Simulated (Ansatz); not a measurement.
Seebeck coefficient (μV/K, mean over directions) of p-type BP (F-43m) against carrier density, Ansatz (a program for electronic structure) with PBEsol with spin-orbit coupling, rigid bands. Computed gap 1.10 eV; densities at which minority carriers matter at this gap, or further valleys turn the trend, are left out. Conductivity mass 0.42 mₑ (harmonic mean over directions), N_v = 2.5e19 cm⁻³ at 300 K.

```csv
hole density,300 K,500 K
1e16 cm⁻³,918,988
1e17 cm⁻³,719,789
1e18 cm⁻³,521,591
3e18 cm⁻³,427,497
1e19 cm⁻³,[?],[?]
3e19 cm⁻³,237,[?]
1e20 cm⁻³,148,204
3e20 cm⁻³,82,125
1e21 cm⁻³,38,62
```

**Question.** Some entries are withheld; supply them.

**Answer.** 
- 1e19 cm⁻³, 300 K: 326
- 1e19 cm⁻³, 500 K: 394
- 3e19 cm⁻³, 500 K: 301

Rigid bands with a gap fixed in temperature, one relaxation time for all states, no polarons or phonon drag, and whether or not such doping can be reached.
